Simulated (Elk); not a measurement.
Band structure of HfB2 (P6/mmm, 3 atoms in the cell).

```xyz
3
Lattice="3.1327 0.0000 0.0000 -1.5663 2.7130 0.0000 0.0000 0.0000 3.4792" Properties=species:S:1:pos:R:3 pbc="T T T"
Hf     0.0000     0.0000     0.0000
B      0.0000     1.8087     1.7396
B      1.5663     0.9043     1.7396
```

Method of the run: PBE, all-electron FP-LAPW, Elk's shipped species files, APW+lo basis with extra local orbitals (Elk).

Settings: xctype = 20; rgkmax = 8; stype = 3; swidth = 0.00183747 Ha; ngridk = 8 8 7; gmaxvr = 14 1/bohr; nxlo = 2; lorbcnd = true; rmtscf = 0.88; lmaxi = 3.

The starting cell comes from a database of computed structures (which also holds hypothetical and non-ambient phases and stackings), without a prior relaxation at this level. Spin-orbit coupling is off. Values depend on the basis (sphere radii, cutoffs, local orbitals), which need not be converged.

Levels in eV from the Fermi level, bands 13 to 20:
| point | 13 | 14 | 15 | 16 | 17 | 18 | 19 | 20 |
|---|---|---|---|---|---|---|---|---|
| Γ | -3.24 | -3.10 | -3.10 | -2.94 | 3.85 | 3.85 | 4.44 | 4.44 |
| M | -9.16 | -4.36 | -3.59 | -3.09 | 1.98 | 2.53 | 5.39 | 5.56 |
| K | -8.44 | -7.96 | -2.80 | -2.80 | 1.55 | 1.55 | 3.28 | 9.25 |
| A | -8.58 | -1.34 | -1.34 | 0.13 | 0.13 | 0.79 | 0.79 | 1.99 |
| L | -7.66 | -5.18 | -4.93 | -2.85 | 3.90 | 3.94 | 6.09 | 7.01 |
| H | -9.30 | -5.71 | -3.36 | -3.36 | 4.26 | 5.27 | 6.77 | 6.77 |

Bands cross the Fermi level along this path, so the cell is metallic at this level.
